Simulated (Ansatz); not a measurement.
For InGaP2 (R3m, No. 160, 4 atoms in the cell; start mp-1223642), PBEsol (plane waves, PAW; Ansatz, a quantum-chemistry and plane-wave program) gives:

```
Quantity                   Result
-------------------  ------------
lattice parameter a       3.999 Å
c axis length            19.684 Å
bulk modulus B0          73.5 GPa
cohesive energy      3.67 eV/atom
band gap                  0.66 eV
```

Question: What does r²SCAN (plane waves, PAW; Ansatz) give for the same quantities?

Answer: 
- lattice constant a: 4.014 Å (grows by 0.4 %)
- lattice parameter c: 19.764 Å (increases by 0.4 %)
- bulk modulus: 75.4 GPa (increases by 2.6 %)
- cohesive energy: 3.41 eV/atom (shrinks by 0.26 eV/atom)
- band gap: 1.09 eV (increases by 0.43 eV)

Changes are worked out from the printed values.

Unless a cell is named, each level is at its own relaxed cell (PBEsol 22.72, r²SCAN 22.98 Å³/atom).

Levels without +SOC leave out spin–orbit coupling, which shifts energies and cells of such heavy elements.

Levels without +SOC have no spin–orbit coupling; where heavier elements are present it shifts gaps, mostly down, and can invert bands. Density-functional gaps are differences of (generalised) Kohn–Sham levels.

Caveats: the bulk modulus is −V dP/dV from two relaxed cells at ±2 % in volume (PBEsol, r²SCAN); the relaxation could not lower the start's symmetry, so the cell can be a saddle point above a distorted one (PBEsol, r²SCAN). Ansatz's density-functional and Hartree–Fock values are scalar-relativistic unless marked +SOC, with PAW data made under PBE.

A start named mp-… is a Materials Project structure, which need not be a measured phase.
